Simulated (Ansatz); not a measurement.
InP (model structure, started from the NiAs type, P6₃/mmc, No. 194, 4 atoms in the cell): properties by level of theory

```
level (code)         lattice constant a (Å)  lattice parameter c (Å)
-------------------  ----------------------  -----------------------
PBE (Ansatz)                          3.882                        ?
PBEsol (Ansatz)                       3.820                    6.540
PBE-D3(BJ) (Ansatz)                   3.826                        ?
```

### Question
Some entries are withheld; supply them.

### Answer

- PBE (Ansatz, a program for electronic structure), lattice parameter c (Å): 6.622
- PBE-D3(BJ) (Ansatz), lattice parameter c (Å): 6.550

Ansatz's density-functional and Hartree–Fock values are scalar-relativistic unless marked +SOC, with PAW data made under PBE.

A model structure was made by putting elements into a prototype or built by hand; it is no filed structure, need not be a known phase, and can be a saddle point held by its symmetry.
